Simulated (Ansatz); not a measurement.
**Convergence study of the plane-wave cutoff for ZnAg2SnS4 (Fmm2, 8 atoms in the cell)**

```
ZnAg2SnS4
1.0
   -2.77495     2.77495     6.05277
    2.77495    -2.77495     6.05277
    2.77495     2.77495    -6.05277
Zn Ag Sn S
1 2 1 4
Cartesian
  0.00000   0.00000   0.05000
  0.00000   2.77495   3.02639
  2.77495   0.00000   3.02639
  0.00000   0.00000   6.05277
 -1.41678   1.41678   4.65095
  1.41678   1.41678   7.45460
  1.41678  -1.41678   4.65095
  1.35817   1.35817   1.40182
```

Level of theory: PBEsol, default PAW files made with PBE (plane waves; Ansatz, a first-principles code).

Base settings: basis.ecutwfc = 420 eV; kpoints.mp_grid.grid = 3 3 3; hamiltonian.xc = pbesol; hamiltonian.pseudopotentials = {kind: paw} (the program's default PAW files); scf.occupations.method = fermi_dirac; scf.occupations.width = 0.01 eV.

The second cell is the first with its lattice scaled by 0.98.

The mesh stays at the base's, so the ladder's end is converged at best in this setting alone.

The first pressure column holds Ansatz's estimate of the finite-basis (Pulay) stress, which hides part of the cutoff error; the other is without it.

Only quantities that move along the ladder and can be compared are tabulated.

The count of work is k-points × plane waves × bands × iterations; it is no time. 

The starting cell comes from a database of computed structures (which also holds hypothetical and non-ambient phases and stackings), without a prior relaxation at this level. Its lattice was rescaled by up to half a per cent. One atom was moved a little off its site on purpose.

```csv
basis.ecutwfc,free energy less the last step's (meV/atom),energy of the compressed cell less the first (meV/atom),pressure (GPa),pressure without the Pulay estimate (GPa),largest difference of a force vector from the last step's (eV/Å),count of work / last
145 eV,29331.73,360.94,0.21,-676.96,0.545,0.074
170 eV,12416.46,-150.66,-5.01,-347.02,0.326,0.078
190 eV,6027.15,0.61,-3.56,-193.58,0.056,0.090
210 eV,2847.60,64.72,-1.54,-105.50,0.172,0.12
230 eV,1329.15,1.87,-1.31,-57.49,0.125,0.12
250 eV,582.71,-13.34,-1.94,-30.35,0.054,0.12
295 eV,72.64,-5.69,-2.46,-7.32,0.017,0.16
335 eV,9.55,-5.89,-2.55,-3.25,0.009,0.19
380 eV,2.21,-6.19,-2.59,-2.66,0.003,0.23
420 eV,1.25,-6.34,-2.61,-2.64,0.001,0.27
460 eV,0.62,-6.38,-2.61,-2.64,0.000,0.31
505 eV,0.29,-6.40,-2.61,-2.62,0.000,0.35
565 eV,0.17,-6.40,-2.61,-2.62,0.000,0.42
630 eV,0.09,-6.41,-2.61,-2.62,0.000,0.49
735 eV,0.04,-6.41,-2.61,-2.61,0.000,0.62
840 eV,0.03,-6.41,-2.61,-2.61,0.000,0.75
1010 eV,0.00,-6.41,-2.61,-2.61,0.000,1.0
```

Coarsest basis.ecutwfc that holds the pressure within 0.1 GPa of the last step, with all finer ones: 335 eV, at 0.19 of the last step's count of work; the step before is off by 0.16 GPa.

Coarsest basis.ecutwfc that holds the energy of the compressed cell less the first within 2 meV/atom of the last step, with all finer ones: 295 eV, at 0.16 of the last step's count of work; the step before is off by 6.9 meV/atom.

Coarsest basis.ecutwfc that holds the forces within 0.01 eV/Å of the last step, with all finer ones: 335 eV, at 0.19 of the last step's count of work; the step before is off by 0.017 eV/Å.

The energy difference between the two cells stays within 1 meV/atom of the last step's from 295 eV on, the total only from 460 eV on: much of the error is common to both cells and cancels.

At the lowest cutoff the pressure without the Pulay estimate lies 674 GPa under the last step's, the usual sign of Pulay stress in an incomplete plane-wave basis.

Keys are those of Ansatz 0.2.
